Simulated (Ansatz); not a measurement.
We consider C (model structure, Cmmm, No. 65, 8 atoms in the cell), described by HSE06 (PAW; Ansatz, a first-principles code).

Numerical settings: plane-wave cutoff 460 eV, 6×6×8 k mesh (along the axes of the cell as run), Fermi–Dirac smearing 0.01 eV, scalar-relativistic PAW data made under PBE.

Cell (relaxed with PBEsol):

```
CELL_PARAMETERS angstrom
      2.11624    -4.36100     0.00000
      2.11624     4.36100     0.00000
      0.00000     0.00000     2.50117
ATOMIC_POSITIONS crystal
  C  0.40459 0.22615 0.00000
  C  0.59541 0.77385 0.00000
  C  0.22615 0.40459 0.00000
  C  0.77385 0.59541 0.00000
  C  0.01843 0.35175 0.50000
  C  0.98157 0.64825 0.50000
  C  0.35175 0.01843 0.50000
  C  0.64825 0.98157 0.50000
```

Question: Predict the band gap, smallest direct gap on the k points sampled and Γ–Γ gap.

Answer: 
* **band gap**: 4.38 eV (indirect)
* **smallest direct gap on the k points sampled**: 6.39 eV
* **Γ–Γ gap**: 7.12 eV

Note: the relaxation could raise the start's symmetry but not lower it, so the cell can be a saddle point; cell and atoms aren't relaxed at this level (largest force component 0.10 eV/Å, pressure -3.2 GPa).

Computed values are for the static lattice.

Computing time: roughly 110 core-seconds.

A model structure was made by putting elements into a prototype or built by hand; it is no filed structure, need not be a known phase, and can be a saddle point held by its symmetry.
